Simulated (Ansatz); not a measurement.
## Cd2P3Cl (C2/c, No. 15; cell taken from a computed entry)

Method: r²SCAN+SOC in Ansatz (plane waves, PAW).

Settings: plane-wave cutoff 560 eV, 6×6×4 k mesh (along the axes of the cell as run), Fermi–Dirac smearing 0.01 eV, PAW data made under PBE.

Cell (relaxed with PBEsol):

```
CELL_PARAMETERS angstrom
      3.97666    -4.48529    -0.00945
      3.97666     4.48529    -0.00945
     -1.39568     0.00000     7.37662
ATOMIC_POSITIONS crystal
  Cd 0.58860 0.89576 0.28969
  Cd 0.41140 0.10424 0.71031
  Cd 0.10424 0.41140 0.21031
  Cd 0.89576 0.58860 0.78969
  P  0.42776 0.33597 0.03222
  P  0.57224 0.66403 0.96778
  P  0.66403 0.57224 0.46778
  P  0.33597 0.42776 0.53222
  P  0.69761 0.30239 0.25000
  P  0.30239 0.69761 0.75000
  Cl 0.13611 0.86389 0.25000
  Cl 0.86389 0.13611 0.75000
```

| Quantity | Result |
|---|---|
| band gap | 1.55 eV (on the SCF k mesh) |
| direct gap at Γ | 2.94 eV |

Note: cell and atoms aren't relaxed at this level (largest force component 0.14 eV/Å, pressure 1.7 GPa).

The computed numbers hold no vibrational or temperature effects.

Cost on a shared machine: very roughly 14 core-minutes.

Ansatz is a quantum-chemistry and plane-wave program.
